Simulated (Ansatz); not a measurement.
Base system: Hf in the hcp (Mg type) structure (space group P6_3/mmc, No. 194; a = 3.1983 Å, c = 5.0488 Å; relaxed with 0.1 eV smearing). Axes: x lies along a and z along c of the hexagonal cell.

Method: r2SCAN (Ansatz, an electronic-structure program; PAW; 500 eV plane waves; no spin-orbit coupling).

Base values:

| Item | Result |
|---|---|
| Pressure | 0.0 GPa |

Perturbation: compressive biaxial strain of 0.68 % in the plane normal to [001], as in epitaxy on a mismatched substrate; the out-of-plane cell vector and the atoms relax.

**Question.** What happens to the pressure and out-of-plane strain?

**Answer.** The pressure (mean of the normal stresses, compression positive) goes from zero to 1.0 GPa; the out-of-plane strain amounts to +0.44 %.

No phonon test of stability was made. All final runs are without spin polarisation.
